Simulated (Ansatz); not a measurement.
**Ag: energy against volume**

Ag (fcc, Fm-3m, 17.847 Å³/atom and stress up to 0.01 GPa in the relaxed cell, cube axes along x, y and z) under an equal strain ε along all three axes. PBE in Ansatz, a plane-wave DFT program (PAW, default set), 420 eV, 27×27×27 Γ-centred mesh, Fermi-Dirac smearing 0.10 eV.

Here V stands for volume and E for E less E0.

| volume (Å³/atom) | E less E0 (meV/atom) | pressure (GPa) |
|---|---|---|
| 16.7972 | 19.96 | 6.56 |
| 17.0556 | 10.94 | 4.70 |
| 17.3167 | 4.73 | 2.99 |
| 17.5804 | 1.14 | 1.43 |
| 17.8468 | 0.00 | 0.00 |
| 18.1158 | 1.13 | -1.30 |
| 18.3875 | 4.38 | -2.49 |
| 18.6620 | 9.59 | -3.56 |
| 18.9391 | 16.62 | -4.54 |
| 19.5016 | ? | ? |

Q: Fit E against V with the third-order Birch-Murnaghan form, a cubic in V^(-2/3), and predict the withheld value at V = 19.5016.

A: With u = V^(-2/3) - 0.147, the rows have u = 0.005467, 0.003923, 0.002402, 0.000904, -0.000571, -0.002024, -0.003456, -0.004867, -0.006257. Least squares gives E = 0.166 + 593.5·u + 535773·u² + 3290291·u³. Residuals (row less fit): -0.002, 0.002, 0.002, -0.003, -0.001, -0.002, 0.002, 0.001, -0.002; standard error 0.002 (degrees of freedom: 5). Its minimum lies at u = -0.000557, so V0 = (0.146443)^(-3/2) = 17.84. There d²E/du² = 1061000 and d³E/du³ = 1.974e7, so B0 = (4/9) × 17.84^(-7/3) × 1061000 × 0.160218 = 90.8 GPa (the last factor turns the table's units into GPa), and B0' = 4 + (2/3) × 0.146443 × (1.974e7)/1061000 = 5.8. B0' rests on the cubic coefficient alone and has a standard error of 0.1 from these residuals. At the withheld row, u = -0.008976, so E = 0.166 + 593.5 × (-0.008976) + 535773 × (-0.008976)² + 3290291 × (-0.008976)³ = 35.626 meV/atom. The calculation gives 35.62 meV/atom, 0.006 meV/atom below the prediction (0.0 % of the range of E in the table). The row lies outside the fitted rows, so this is an extrapolation. The scatter of the fitted rows lies at the last printed digit.

In a metal these values are sensitive to mesh and smearing; energies are taken to zero smearing, stresses follow the free energy. Other structures, which can take over under pressure, weren't tried. The same form fitted to the pressure column gives B0' = 5.8; series where the two differ by over 0.4 aren't shown. Rows are the converged runs of the series near zero and its far end, less any whose ions stayed unrelaxed beside relaxed ones; series whose fitted rows scatter by over a few per cent of the range, as at a crossing or softening among them, aren't shown in this form.
